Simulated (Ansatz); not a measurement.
The starting structures come from a database of crystals and need not be the phases stable at ambient conditions.

```
CELL_PARAMETERS angstrom
      5.32473     0.00000     0.00000
      2.52459     9.56272     0.00000
     -1.40007     4.78136     4.54914
ATOMIC_POSITIONS crystal
  Ca 0.45272 0.29728 0.40544
  Ca 0.54728 0.70272 0.59456
  Zn 0.84600 0.90400 0.19200
  Zn 0.15400 0.09600 0.80800
  Si 0.64770 0.62164 0.18426
  Si 0.35230 0.37836 0.81574
  Si 0.03656 0.19410 0.18426
  Si 0.96344 0.80590 0.81574
  O  0.86921 0.63365 0.03498
  O  0.13079 0.36635 0.96502
  O  0.66577 0.33137 0.03498
  O  0.33423 0.66863 0.96502
  O  0.78485 0.39178 0.49392
  O  0.21515 0.60822 0.50608
  O  0.20907 0.11430 0.49392
  O  0.79093 0.88570 0.50608
  O  0.88302 0.97311 0.82102
  O  0.11698 0.02689 0.17898
  O  0.43800 0.20587 0.82102
  O  0.56200 0.79413 0.17898
```

Space group of this cell: C2/c. The cell is taken as given; by r2SCAN its mean pressure is -6.2 GPa.

Transport runs along the normal of the first two printed cell vectors.

The gap is the functional's own, uncorrected, and κ follows it; spin-orbit coupling is left out. Mid-gap values are interpolated between the computed energies.

Compute, with r2SCAN (Ansatz, a first-principles code), the band gap and the smallest decay constant κ at mid-gap.

Gap 4.73 eV on a 8×8×8 mesh; κ = 0.397 1/Å, at the zone centre.
